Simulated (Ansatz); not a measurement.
Si (Fd-3m): band-edge transport data

Data:

```
CELL_PARAMETERS angstrom
      0.00000     2.64510     2.64510
      2.64510     0.00000     2.64510
      2.64510     2.64510     0.00000
ATOMIC_POSITIONS crystal
  Si 0.25000 0.25000 0.25000
  Si 0.00000 0.00000 0.00000
```

Method: r2SCAN with spin-orbit coupling, rigid bands (plane waves, PAW; Ansatz, an electronic-structure program). Condition of this run: hydrostatic pressure 10 GPa (the target of the relaxation). Geometry: cell and atoms relaxed with r2SCAN, then loaded as said.

The band gap comes out as 0.59 eV and the electron conductivity mass (300 K, dilute) is 0.28 mₑ. The hole conductivity mass (300 K, dilute) is 0.34 mₑ. The effective density of states N_c (300 K) is 2.9e19 cm⁻³ and the effective density of states N_v (300 K) is 2.1e19 cm⁻³. The density-of-states mass, electrons comes out as 1.10 mₑ and the density-of-states mass, holes comes out as 0.88 mₑ. The Seebeck coefficient, n-type 1e19 cm⁻³, 300 K is -306 μV/K. The Seebeck coefficient, p-type 1e19 cm⁻³, 300 K comes out as 312 μV/K and the best p-type power factor at 300 K for τ = 10 fs (best axis; densities from 1e16 to 1e21 cm⁻³ tried, whether or not they can be reached) is 15.9 μW/(cm·K²) at 1e20 cm⁻³.

Rigid bands; masses and Seebeck coefficients take one relaxation time τ for all states and one kind of carrier; polarons and phonon drag are left out.
